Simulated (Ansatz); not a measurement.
The structure below was relaxed with Ansatz (a first-principles code) r2SCAN, spin-orbit coupling left out, earlier PAW set, at pressure 0.3 GPa.

```
CELL_PARAMETERS angstrom
      3.90558     0.00000     0.00000
      0.00000     3.90558     0.00000
      0.00000     0.00000     3.90558
ATOMIC_POSITIONS crystal
  Sr 0.00000 0.00000 0.00000
  Ti 0.50000 0.50000 0.50000
  O  0.00000 0.50000 0.50000
  O  0.50000 0.50000 0.00000
  O  0.50000 0.00000 0.50000
```

Problem. Find the space group and the Wyckoff positions.

Solution. Space group Pm-3m (No. 221); a = b = c = 3.9056 Å, α = β = γ = 90.00°

```csv
atom,site,symmetry,x,y,z
Sr,1a,m-3m,0.0000,0.0000,0.0000
Ti,1b,m-3m,0.5000,0.5000,0.5000
O,3c,4/mm.m,0.0000,0.5000,0.5000
```

Load acts through the strain it causes; cell and atoms are relaxed under it. Stability against distortions was not tested. The final runs are not spin-polarised. The cell was made from SrTiO$_{3}$ in the cubic perovskite structure (space group Pm-3m, No. 221) by this change: pressure 0.3 GPa. Many cubic perovskites are stable only at high temperature; tilts and polar distortions were not tested.
